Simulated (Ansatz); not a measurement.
# What isotropic strain +1.50 % does to PbS

Take PbS in the rock salt structure (space group Fm-3m, No. 225; a = 6.0089 Å) as the base.

Modification: every lattice vector is stretched by 1.50 %; the atoms relax in the strained cell.

All numbers come from PBE (Ansatz, a first-principles code), scalar-relativistic without spin-orbit coupling. Γ-centred 10×10×10 mesh, Fermi–Dirac width 0.05 eV.

The volume per atom grows by 1.24 Å³ (27.12 Å³ → 28.36 Å³) and the space group is still Fm-3m (No. 225). The shortest interatomic distance grows by 0.085 bohr to 5.763 bohr and the energy grows by 8.6 meV/atom. The band gap rises by 0.14 eV (0.49 eV → 0.63 eV) and the gap character is still direct at L. The mean gap deformation potential ΔEg/Δln V amounts to +3.0 eV and the width of the top valence band decreases by 0.31 eV (3.16 eV → 2.85 eV). The electron mass changes from 0.16 mₑ (at L) to 0.19 mₑ along k, 0.16 mₑ across (at L) and the valley order (the lowest conduction-band minima on the path, energy above the VBM, named in the base's zone) changes from L along ⟨111⟩ 0.49 eV; a point along ⟨110⟩, about 0.6 Å⁻¹ from Γ 1.36 eV to L along ⟨111⟩ 0.63 eV; a point along ⟨110⟩, about 0.6 Å⁻¹ from Γ 1.45 eV.

Final structure:

```
PbS
1.0
    0.00000     3.04952     3.04952
    3.04952     0.00000     3.04952
    3.04952     3.04952     0.00000
Pb S
1 1
Direct
  0.00000   0.00000   0.00000
  0.50000   0.50000   0.50000
```

Cost of the whole job for the changed cell (relaxation, final SCF and bands): about 13 core-seconds (a rough figure).

Spin-orbit coupling, missing from the scalar runs, can matter with Pb. Effective masses come from finite differences of ±0.01 Å⁻¹. Along k means along the line from Γ to the band edge. Stability against distortions was not tested.
